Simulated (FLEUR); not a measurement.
A self-consistent single point of Al₂Pt (Fm-3m, 3 atoms in the cell) with FLEUR.

Level of theory: PBE, all-electron FLAPW (FLEUR), scalar-relativistic valence in FLEUR.

The change in words: lattice scaled by 0.98. Reference geometry:
```
Al2Pt
1.0
    0.00000     2.98486     2.98486
    2.98486     0.00000     2.98486
    2.98486     2.98486     0.00000
Al Pt
2 1
Direct
  0.25000   0.25000   0.25000
  0.75000   0.75000   0.75000
  0.00000   0.00000   0.00000
```

Reference input (self-consistent single point, DFT, PBE, all-electron FLAPW (FLEUR), scalar-relativistic valence): Kmax = 4.5 1/bohr; GmaxXC = 15.8 1/bohr; xcFunctional = pbe; jspins = 1; l_soc = F; mode = gauss; fermiSmearingEnergy = 0.00499791 Htr; mesh (inpgen div1-3) = 7 7 7; inpgen gamma flag = false; Gmax = 15.8 1/bohr; numbands = 0; maxIterBroyd = 15. This run's input differs from it in these lines:

```diff
@@ -3,5 +3,5 @@
 &input film=f /
--0.0000000000 5.6405584717 5.6405584717
-5.6405584717 0.0000000000 5.6405584717
-5.6405584717 5.6405584717 0.0000000000
+0.0000000000 5.5277474913 5.5277474913
+5.5277474913 -0.0000000000 5.5277474913
+5.5277474913 5.5277474913 -0.0000000000
 1.0
@@ -44,5 +44,5 @@
          <bravaisMatrix>
-            <row-1>    0.0000000000000000     5.6405584717000004     5.6405584717000004</row-1>
-            <row-2>    5.6405584717000004     0.0000000000000000     5.6405584717000004</row-2>
-            <row-3>    5.6405584717000004     5.6405584717000004     0.0000000000000000</row-3>
+            <row-1>    0.0000000000000000     5.5277474913000004     5.5277474913000004</row-1>
+            <row-2>    5.5277474913000004     0.0000000000000000     5.5277474913000004</row-2>
+            <row-3>    5.5277474913000004     5.5277474913000004     0.0000000000000000</row-3>
          </bravaisMatrix>
```

The program printed (abridged):

```
 Iteration:     1   Distance:      14.37366463 me/bohr^3
 Iteration:     2   Distance:      12.36317630 me/bohr^3
 Iteration:     3   Distance:       5.43587437 me/bohr^3
 Iteration:     4   Distance:       2.29578026 me/bohr^3
 Iteration:     5   Distance:       0.97057448 me/bohr^3
   [... 7 lines left out ...]
 Iteration:    13   Distance:       0.00012213 me/bohr^3
 Iteration:    14   Distance:       0.00001130 me/bohr^3
 Iteration:    15   Distance:       0.00001131 me/bohr^3
 Iteration:    16   Distance:       0.00000996 me/bohr^3
 Run finished successfully
 Stop message:
   Structural relaxation: Done

[file out, last iteration]
             iter=     17
[...]
          total density-effective poten   -3.3188967899E+04
          total charge density-energy d   -3.9467483655E+02
 Updated energy parameters for spin:           1
[...]
 fermi energy and band-weighting factors:
    0.702425    0.702425

[...]
FERMIE:
          first approx. to ef    (T=0)  :   0.353572 htr   (energy of the highest occ. eigenvalue)
          number of occ. states  (T=0)  :        214
          first approx. to seigv (T=0)  :  -6.519290 htr
          sum of weights of occ. states :  11.005831
          sum of semicore charge        :   0.000000 e
          fermi energy=   0.35376 har   work function=  -9.62623 ev
          number of valence electrons=  22.00000
   [... lines left out ...]
          total moment                 =     0.00000
 Direct bandgap for spin            1 :    2.8041180348061912E-002  Htr
 ---->    free energy=                    -18932.4633134266 htr
   [... lines left out ...]
      extrapolation for T->0
 ---->    total electron energy=          -18932.4633134266 htr
 ***** TOTAL FORCES ON ATOMS *****
 TOTAL FORCE FOR ATOM TYPE=  1  X=  2.764   Y=  2.764   Z=  2.764
                       FX_TOT= 0.000000 FY_TOT= 0.000000 FZ_TOT= 0.000000
 TOTAL FORCE FOR ATOM TYPE=  2  X=  0.000   Y=  0.000   Z=  0.000
                       FX_TOT= 0.000000 FY_TOT= 0.000000 FZ_TOT= 0.000000
 Structural relaxation: Done
```

The run converged in 16 iterations. FLEUR gives forces in its relaxation mode, with a further iteration, so its stop message speaks of a relaxation. Against the reference run the total energy goes up by 17.9 meV/atom.

The starting cell comes from a database of computed structures (which also holds hypothetical and non-ambient phases and stackings), without a prior relaxation at this level. Its lattice was rescaled by a random factor within 2.5 % of one. For this run, on top of that: lattice scaled by 0.98. Spin-orbit coupling is off. Spin polarisation is off. Values depend on the basis (sphere radii, cutoffs, local orbitals), which need not be converged. The log's line on a gap gives a spacing of levels on this mesh, which the program prints for metals too.

Cost on one core of a shared machine: roughly 50 s.
